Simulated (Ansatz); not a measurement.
Take TiAl (space group P4/mmm, No. 123; relaxed with 0.1 eV smearing) as the base.

```yaml
crystal:
  lattice:
    - [2.79629, 0.00000, 0.00000]
    - [0.00000, 2.79629, 0.00000]
    - [0.00000, 0.00000, 4.03814]
  atoms:
    - { symbol: Ti, position: [0.00000, 0.00000, 0.00000] }
    - { symbol: Al, position: [0.50000, 0.50000, 0.50000] }
```

Cartesian axes are those of the cell as printed.

Computed with Kohn–Sham DFT with the PBEsol functional, run in Ansatz (an electronic-structure program) with PAW and 420 eV plane waves, no SOC.

Strains are applied to the cell and any free atomic positions relax.

One change was made to it. Results:

The energy goes up by 1.0 meV/atom; the pressure (mean of the normal stresses, compression positive) goes from zero to -1.2 GPa.

Task: Name the change that was made.
A) uniaxial strain ε_xx = +1.00 %
B) uniaxial strain ε_xx = +2.50 %
C) uniaxial strain ε_xx = +1.50 %
D) uniaxial strain ε_xx = −1.50 %

Result: A, uniaxial strain ε_xx = +1.00 %. For comparison, the energy relative to the base in the other runs: uniaxial strain ε_xx = +1.50 % gives +2.2 meV/atom; uniaxial strain ε_xx = +2.50 % gives +6.0 meV/atom; uniaxial strain ε_xx = −1.50 % gives +2.4 meV/atom.

No phonon test of stability was made. All final runs are without spin polarisation.
